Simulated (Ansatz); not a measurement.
# SnO: stress against strain

SnO (litharge, P4/nmm, 16.180 Å³/atom at rest, c along z) under an equal strain ε in the (001) plane with the normal axis free, as in a coherent film. PBEsol-D3(BJ) in Ansatz, a plane-wave DFT program (PAW, default set), 420 eV, 15×15×13 Γ-centred mesh, Fermi-Dirac smearing 0.10 eV; ions are relaxed within the symmetry of each cell. Stress is positive for a compressed cell.

Here s stands for strain and y for stress xx.

| strain (%) | stress xx (GPa) |
|---|---|
| -3.00 | ? |
| -1.20 | 2.27 |
| -0.60 | 1.10 |
| 0.00 | 0.00 |
| 0.60 | -1.04 |
| 1.20 | -2.04 |

Question: Fit y against s with a straight line, and predict the withheld value at s = -3.00.

Answer: Means: s 0, y 0.058. About the means, the sum of products is -6.4560 and the sum of squares of s is 3.6000; the slope is their ratio. Least squares gives y = 0.058 - 1.7933·s. Residuals (row less fit): 0.060, -0.034, -0.058, -0.022, 0.054; standard error 0.062 (degrees of freedom: 3). The slope gives the biaxial elastic modulus of this plane = 179 ± 3 GPa. At the withheld row, y = 0.058 - 1.7933 × (-3.0) = 5.438 GPa. The calculation gives 6.30 GPa, 0.862 GPa above the prediction (10.3 % of the range of y in the table). The row lies outside the fitted rows, so this is an extrapolation. From the scatter of the fitted rows alone, a prediction at this place has a standard error of 0.119 GPa, so the miss is 7.2 times that.

One order more, fitted to all 11 runs of the series, follows each within 0.05, so the miss is the next term of a smooth law. This level leaves no gap over 0.05 eV at strain -3.00, -1.20, -0.60, 0.00, 0.60, 1.20, where the mesh may be coarse. Rows are the converged runs of the series near zero and its far end; series whose fitted rows scatter by over a few per cent of the range, as at a crossing or softening among them, aren't shown in this form. Most that stay on the fit to the last digits aren't either.
